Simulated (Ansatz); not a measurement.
Functionals compared on OH on the 1x1 (101) surface of anatase TiO2 (cut with top plane O), one in a 2x1 cell, started at the site 'over Ti at depth 0.9 Å', in Ansatz (plane waves, PAW). The structure was relaxed with PBE; the other rows are single points on it, each with its references at the same level. Cutoff 420 eV (500 eV for r2SCAN). The points keep PBE's geometry, so the relaxation of a polaron and the settling of charge on one site are left out. HSE06 used the coarser mesh 2x3x1.

Host crystal: anatase TiO2, with a band gap (PBE, scalar-relativistic without spin-orbit coupling).

Slab: 38 atoms, 9.4 Å thick at the start under the adsorbate (thin: gaps and levels are the slab's own); k 3x4x1, smearing 0.01 eV, dipole-corrected; 14 atoms held, the rest relaxed; no symmetry held; spin-polarised, ending with about 1.0 μB a cell; orders that need a larger cell were not tried, no spin-orbit, no U, no dispersion correction. It is one chosen start, not shown to be the lowest state of the adsorbate. These notes are the PBE run's. r2SCAN: The program's check for a lower electronic state was not made. HSE06: The program's check for a lower electronic state was not made. Adsorption energies are against H2O(g) − ½ H2(g). A negative adsorption energy means that the adsorbate is more stable on the surface than in its reference.

A dash marks a value that is undefined for that row or was read on another mesh.

```json
[
 {"functional": "PBE", "adsorption energy (eV)": "2.35", "gap of the slab on its k-mesh (eV)": "0.81", "highest filled level below the top vacuum level (eV)": "7.16", "magnetic moment of the cell (μB)": "1.00"},
 {"functional": "RPBE", "adsorption energy (eV)": "(withheld)", "gap of the slab on its k-mesh (eV)": "(withheld)", "highest filled level below the top vacuum level (eV)": "(withheld)", "magnetic moment of the cell (μB)": "1.00"},
 {"functional": "r2SCAN", "adsorption energy (eV)": "2.17", "gap of the slab on its k-mesh (eV)": "1.40", "highest filled level below the top vacuum level (eV)": "7.33", "magnetic moment of the cell (μB)": "1.00"},
 {"functional": "HSE06", "adsorption energy (eV)": "2.47", "gap of the slab on its k-mesh (eV)": "–", "highest filled level below the top vacuum level (eV)": "–", "magnetic moment of the cell (μB)": "1.00"}
]
```

Problem. Some entries are withheld; supply them.

Solution. 
- RPBE, adsorption energy (eV): 2.46
- RPBE, gap of the slab on its k-mesh (eV): 0.84
- RPBE, highest filled level below the top vacuum level (eV): 7.04

Ansatz is a first-principles code.
